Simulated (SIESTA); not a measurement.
Input and output of a self-consistent single point for AlInCu2S4 (I-4, 8 atoms in the cell) (SIESTA)

Computed with LDA PW92, numerical atomic orbitals DZP, PseudoDojo LDA standard norm-conserving potentials (rewritten from UPF to PSML) in SIESTA.

Input as run:

```
# files in the folder: Al.psml In.psml Cu.psml S.psml (PseudoDojo LDA standard)
SystemName  AlIn(CuS2)2
SystemLabel siesta

NumberOfAtoms                8
NumberOfSpecies              4
%block ChemicalSpeciesLabel
  1 13 Al
  2 49 In
  3 29 Cu
  4 16 S
%endblock ChemicalSpeciesLabel
LatticeConstant              1.0 Bohr
%block LatticeVectors
    -5.172567797    5.172567797   10.243619506
     5.172567797   -5.172567797   10.243619506
     5.172567797    5.172567797  -10.243619506
%endblock LatticeVectors
AtomicCoordinatesFormat      Ang
%block AtomicCoordinatesAndAtomicSpecies
    -0.000000000    2.737205000    2.710345000  1
     0.000000000    0.000000000    5.420690000  2
     2.737205000    0.000000000    2.710345000  3
     0.000000000    0.000000000    0.000000000  3
     1.327708657    1.268858750   -1.444180230  4
     1.268858750    4.146701343    1.444180230  4
     1.409496343    1.468346250    3.976509770  4
     1.468346250   -1.409496343    6.864870230  4
%endblock AtomicCoordinatesAndAtomicSpecies

XC.functional                LDA
XC.authors                   PW92
PAO.BasisSize                DZP
PAO.EnergyShift              0.01 Ry
MeshCutoff                   300 Ry
%block kgrid.MonkhorstPack
    5   0   0  0.0
    0   5   0  0.0
    0   0   5  0.0
%endblock kgrid.MonkhorstPack
OccupationFunction           FD
ElectronicTemperature        0.05 eV

MaxSCFIterations             150
SCF.Mixer.Method             Broyden
SCF.Mixer.Weight             0.25
SCF.Mixer.History            8
SCF.DM.Tolerance             1.0E-05
Diag.ParallelOverK           true
WriteForces                  true
```

Output, abridged:

```
reinit: Reading from file input.fdf

reinit: System Name: AlIn(CuS2)2
reinit: System Label: siesta

coor:   Atomic-coordinates input format  =     Cartesian coordinates
coor:                                          (in Angstroms)

siesta: Atomic coordinates (Bohr) and species
siesta:     -0.00000   5.17257   5.12181  1        1
siesta:      0.00000   0.00000  10.24362  2        2
siesta:      5.17257   0.00000   5.12181  3        3
siesta:      0.00000   0.00000   0.00000  3        4
siesta:      2.50901   2.39780  -2.72911  4        5
siesta:      2.39780   7.83613   2.72911  4        6
siesta:      2.66356   2.77477   7.51451  4        7
siesta:      2.77477  -2.66356  12.97272  4        8

siesta: System type = bulk

initatomlists: Number of atoms, orbitals, and projectors:      8   121   144

siesta: ******************** Simulation parameters ****************************
redata: Spin configuration                          = none
redata: Time-Reversal Symmetry                      = T
redata: Number of Atomic Species                    =        4
redata: Mesh Cutoff                                 =   300.0000 Ry
redata: Net charge of the system                    =     0.0000 |e|
redata: Min. number of SCF Iter                     =        0
redata: Max. number of SCF Iter                     =      150
redata: SCF convergence failure will abort job
redata: SCF mix quantity                            = Hamiltonian
redata: Mix DM or H after convergence               =   F
redata: Recompute H after scf cycle                 =   F
redata: Mix DM in first SCF step                    =   T
redata: No kicks to SCF
redata: DM Mixing Weight for Kicks                  =     0.5000
redata: Require Harris convergence for SCF          =   F
redata: Harris energy tolerance for SCF             =     0.000100 eV
redata: Require DM convergence for SCF              =   T
   [... lines left out ...]
diag: Parallel distribution                         =     1 x     1
diag: Used triangular part                          = Lower
diag: Absolute tolerance                            =  0.100E-15
diag: Orthogonalization factor                      =  0.100E-05
diag: Memory factor                                 =  1.0000

superc: Internal auxiliary supercell:     5 x     5 x     5  =     125
superc: Number of atoms, orbitals, and projectors:   1000  15125  18000

                        Single-point calculation

superc: Internal auxiliary supercell:     5 x     5 x     5  =     125
superc: Number of atoms, orbitals, and projectors:   1000  15125  18000

outcell: Unit cell vectors (Ang):
       -2.737205    2.737205    5.420690
        2.737205   -2.737205    5.420690
        2.737205    2.737205   -5.420690

outcell: Cell vector modules (Ang)   :    6.660966    6.660966    6.660966
outcell: Cell angles (23,13,12) (deg):    131.4732    131.4732     71.0624
outcell: Cell volume (Ang**3)        :    162.4536
new_DM -- step:     1
Initializing Density Matrix...

Attempting to read DM from file... Failed...
DM filled with atomic data:

InitMesh: MESH = 60 x 60 x 50 = 180000
InitMesh: Mesh cutoff (required, used) =   300.000   324.425 Ry

stepf: Fermi-Dirac step function
        iscf     Eharris(eV)        E_KS(eV)     FreeEng(eV)     dDmax    Ef(eV) dHmax(eV)
   scf:    1   -11228.641799   -12673.024487   -12673.122364  1.645636  0.819212132.527058
   scf:    2   -12831.528473   -13291.818191   -13291.818191  2.014338 -4.134409 57.837074
   scf:    3   -13393.512051   -13346.927199   -13346.927199  0.422831 -4.030635 36.581236
   scf:    4   -13393.737118   -13373.200418   -13373.200418  0.443797 -4.058437 17.441662
   scf:    5   -13384.810022   -13381.992653   -13381.992654  0.387722 -3.554793  0.778990
   scf:    6   -13381.301463   -13381.779264   -13381.779292  0.058843 -3.438057  2.966537
   [... 6 lines left out ...]
   scf:   13   -13382.039749   -13382.039749   -13382.039753  0.000084 -3.574147  0.000591
   scf:   14   -13382.039749   -13382.039749   -13382.039753  0.000026 -3.574250  0.000413
   scf:   15   -13382.039749   -13382.039749   -13382.039753  0.000017 -3.574318  0.000402
   scf:   16   -13382.039749   -13382.039749   -13382.039753  0.000010 -3.574371  0.000367
   scf:   17   -13382.039749   -13382.039749   -13382.039753  0.000008 -3.574412  0.000240
SCF Convergence by DM+H criterion
max |DM_out - DM_in|         :     0.0000081406
max |H_out - H_in|      (eV) :     0.0002403114
SCF cycle converged after 17 iterations

Using DM_out to compute the final energy and forces

siesta: E_KS(eV) =           -13382.0397

siesta: E_KS - E_eggbox =    -13382.0397

siesta: Atomic forces (eV/Ang):
     1   -0.000169   -0.000200    0.000028
     2    0.000852    0.000233   -0.000167
     3    0.000402    0.000242   -0.000314
     4    0.000366    0.000338   -0.000872
     5   -0.399406    0.100340    0.138691
     6    0.100688    0.400449   -0.138752
     7    0.398497   -0.101291    0.138465
     8   -0.100986   -0.399845   -0.138674
   Tot    0.000245    0.000266   -0.001594
   Max    0.400449
   Res    0.177496    sqrt( Sum f_i^2 / 3N )
   Max    0.400449    constrained

Stress tensor Voigt[x,y,z,yz,xz,xy] (kbar):       58.19       58.18       53.26       -0.02       -0.02       -0.18
(Free)E + p*V (eV/cell)   -13387.7728
Target enthalpy (eV/cell)   -13382.0398

siesta: Program's energy decomposition (eV):
siesta: Ebs     =     -1962.605211
siesta: Eions   =     17261.696776
siesta: Ena     =      1674.655703
siesta: Ekin    =      6320.847843
siesta: Enl     =     -2056.692695
siesta: Eso     =         0.000000
siesta: Edftu   =         0.000000
siesta: DEna    =       101.539436
siesta: DUscf   =         5.475419
siesta: DUext   =         0.000000
siesta: Ex      =     -1983.721394
siesta: Ec      =      -182.447286
siesta: Exc     =     -2166.168679
siesta: Eharris =    -13382.039749
siesta: Etot    =    -13382.039749
siesta: FreeEng =    -13382.039753

siesta: Atomic forces (eV/Ang):
siesta:      1   -0.000169   -0.000200    0.000028
siesta:      2    0.000852    0.000233   -0.000167
siesta:      3    0.000402    0.000242   -0.000314
siesta:      4    0.000366    0.000338   -0.000872
siesta:      5   -0.399406    0.100340    0.138691
siesta:      6    0.100688    0.400449   -0.138752
siesta:      7    0.398497   -0.101291    0.138465
siesta:      8   -0.100986   -0.399845   -0.138674
siesta: ----------------------------------------
siesta:    Tot    0.000245    0.000266   -0.001594

siesta: Stress tensor (static) (eV/Ang**3):
siesta:     0.036317   -0.000111   -0.000015
siesta:    -0.000111    0.036311   -0.000016
siesta:    -0.000015   -0.000016    0.033243

siesta: Cell volume =        162.453552 Ang**3

siesta: Pressure (static):
siesta:                Solid            Molecule  Units
siesta:          -0.00038436         -0.00041596  Ry/Bohr**3
siesta:          -0.03529036         -0.03819210  eV/Ang**3
siesta:         -56.54139505        -61.19049347  kBar
```

The run converged in 17 iterations.

The starting cell comes from a database of computed structures (which also holds hypothetical and non-ambient phases and stackings), without a prior relaxation at this level. Values carry the incompleteness of an atom-centred basis. With a pressure of about -6 GPa the cell is away from its equilibrium volume at this level.

Cost on one core of a shared machine: roughly 90 s.
